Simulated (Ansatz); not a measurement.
CdTe (model structure, from the CsCl type, Pm-3m, No. 221): lattice parameter a by level of theory

No measured value is used here.

Question: Put these levels in order of the lattice parameter a that they give for CdTe (model structure, from the CsCl type, Pm-3m, No. 221), smallest first: PBE (Ansatz, a first-principles code), PBE-D3(BJ) (Ansatz), PBEsol (Ansatz).

Answer: PBEsol (3.700 Å), PBE-D3(BJ) (3.715 Å), PBE (3.783 Å)

Ansatz's density-functional and Hartree–Fock values are scalar-relativistic unless marked +SOC, with PAW data made under PBE.

A model structure was made by putting elements into a prototype or built by hand; it is no filed structure, need not be a known phase, and can be a saddle point held by its symmetry.
